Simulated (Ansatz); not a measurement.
## rock-salt TiN (0 0 1) on zinc-blende AlAs (0 0 1) (film strained to the substrate, started from cuts of the bulks and a machine-learned relaxation; slabs Al5As6 and N12Ti12, which can lie off the formulas)

A periodic stack without vacuum, rock-salt TiN (0 0 1) on zinc-blende AlAs (0 0 1) (film strained to the substrate, started from cuts of the bulks and a machine-learned relaxation; slabs Al5As6 and N12Ti12, which can lie off the formulas): substrate slab Al5As6, film N12Ti12, surface cells [[1, 0], [1, 1]] and [[0, -1], [2, 1]], film strained by -4.6 and -4.6 %, outermost planes As/As and NTi/NTi as cut, which need not be the usual terminations and can put a slab off its formula.

The start was prepared with a machine-learned potential, and the result is one local minimum, with the in-plane cell held and forces under 0.04 eV/Å; the film can end far from its bulk form.

Computed with PBE (plane waves to 420 eV, PAW; Ansatz, a program for electronic structure). Scalar-relativistic, without spin–orbit coupling; the runs are not spin-polarised; PBE gaps are too small against experiment. Its k-point mesh 8×8×1, Fermi–Dirac width 0.05 eV.

| Quantity | Result |
|---|---|
| interface area | 16.4 Å² |
| period | 30.52 Å |
| heights between the nearest atoms of the two slabs at the two interfaces | 2.48 and 1.89 Å |
| As–Ti contacts across the interfaces within 1.22 times the sum of covalent radii | 4, mean 2.75 Å |
| hole barrier (PBE, at the middle of a substrate layer that carries a field) | 0.41 eV |
| electron barrier (PBE, at the middle of a substrate layer that carries a field) | 1.10 eV |
| slope of the mean potential energy in the substrate | +2.3 MV/cm × e |

```xyz
35
Lattice="4.0502 -0.0007 0.0650 -0.0005 4.0500 0.0765 -0.5265 2.5956 30.5663" Properties=species:S:1:pos:R:3 pbc="T T T"
Al    -0.1589     4.2066     5.6251
Al     1.9146     2.2971     2.7597
Al    -0.2564     4.0968    11.3501
Al     1.8180     2.1290     8.4825
Al     1.7204     2.0147    14.2259
As    -0.1339     2.2094     4.1507
As     1.9420     4.3407     1.3492
As    -0.2305     2.0994     9.8752
As     1.8427     4.1815     7.0844
As    -0.3277     1.9835    15.5914
As     1.7453     4.0676    12.8108
N      1.6013     3.9068    20.5959
N      3.6255     5.9305    20.7135
N      3.6605     3.9463    18.5269
N      1.6379     1.9225    18.3803
N      1.5307     3.8256    24.9514
N      3.5548     5.8495    25.0667
N      3.5906     3.8651    22.8413
N      1.5648     5.8894    22.8744
N      1.4605     3.7649    29.2829
N      3.4837     5.7331    29.4562
N      3.5203     3.7867    27.1741
N      1.4940     5.8120    27.2366
Ti     3.6261     3.9064    20.6510
Ti     1.6009     5.9308    20.6591
Ti     1.6342     3.9454    18.5517
Ti     3.6678     1.9280    18.1328
Ti     3.5556     3.8239    25.0015
Ti     1.5283     5.8495    25.1222
Ti     1.5670     3.8657    22.7206
Ti     3.5900     5.8899    22.9104
Ti     3.4747     3.6170    29.9983
Ti     1.4600     5.7856    29.3363
Ti     1.4939     3.7914    27.2238
Ti     3.5193     5.8077    27.2589
```
